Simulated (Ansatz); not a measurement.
Levels about the gap of amorphous Ga$_{24}$O$_{39}$Mo (64 atoms in a cell of 803 Å³, 4.95 g/cm³; zone centre alone, so wide bands show as single levels with stretches between that a denser mesh fills), at the geometry that PBE relaxed, where it gives 0.2 GPa on a denser mesh. Exact exchange is cut at the faces of this small cell, which leaves a finite-size error. The participation number counts the atoms over which a state spreads; weights are charges in smoothed Voronoi cells. The levels come from a single point, so bond lengths are those of that geometry. Method of the levels: HSE06, scalar-relativistic without spin-orbit coupling (Ansatz, an electronic-structure program). Sampling: the zone centre alone; Fermi-Dirac width 0.01 eV; collinear spin, started from moments on atoms (the moments died out). At PBE the levels at the filled edge of the gap are localised (band-tail or defect states), and the nearest spread-out levels lie 1.9 eV apart at the zone centre.

Preparation: random packing, a CHGNet melt and quench, and a DFT relaxation. O atoms were pushed apart under 1.9 Å during the dynamics, to hinder bonds among them. The hot cell started wider than the set density and was brought back towards it in steps. It is the lowest in DFT energy of 2 quenches. It is a model cell: composition and starting density were chosen by hand, and all elements were melted together. No dispersion term was used. Its density started from a set value of 4.95 and ended at 4.95 g/cm³. The quench (nominally 220 K/ps over its main leg) was far faster than any real one, so the model tends to hold more defects than a real film. Values belong to this one cell and scatter from quench to quench. The volume was held where the preparation left it and the shape relaxed, at a PBE pressure of 0.2 GPa.

```tsv
E - E(highest filled), eV	filling	spin	participation number	largest on	weight O	weight Mo	weight Ga
-0.33	filled	up	16.4	O, 2 neighbours	0.95	0.00	0.05
-0.21	filled	dn	6.0	O, 3 neighbours	0.95	0.00	0.05
-0.21	filled	up	6.0	O, 3 neighbours	0.95	0.00	0.05
-0.08	filled	up	3.2	O, 2 neighbours	0.95	0.00	0.05
-0.08	filled	dn	3.2	O, 2 neighbours	0.95	0.00	0.05
0.00	filled	dn	5.8	O, 2 neighbours	0.95	0.00	0.05
0.00	filled	up	5.8	O, 2 neighbours	0.95	0.00	0.05
3.30	empty	up	57.0	Ga, 5 neighbours	0.52	0.01	0.47
3.30	empty	dn	57.0	Ga, 5 neighbours	0.52	0.01	0.47
4.16	empty	dn	3.2	Mo, 4 neighbours	0.40	0.53	0.07
4.16	empty	up	3.2	Mo, 4 neighbours	0.40	0.53	0.07
4.59	empty	dn	3.0	Mo, 4 neighbours	0.43	0.54	0.03
4.59	empty	up	3.0	Mo, 4 neighbours	0.43	0.54	0.03
5.66	empty	dn	15.8	Mo, 4 neighbours	0.47	0.18	0.35
```

Most localised among these is the empty level at +4.59 eV, on a Mo atom, which has 4 neighbours (O 1.75 Å, O 1.76 Å, O 1.78 Å, O 1.83 Å).
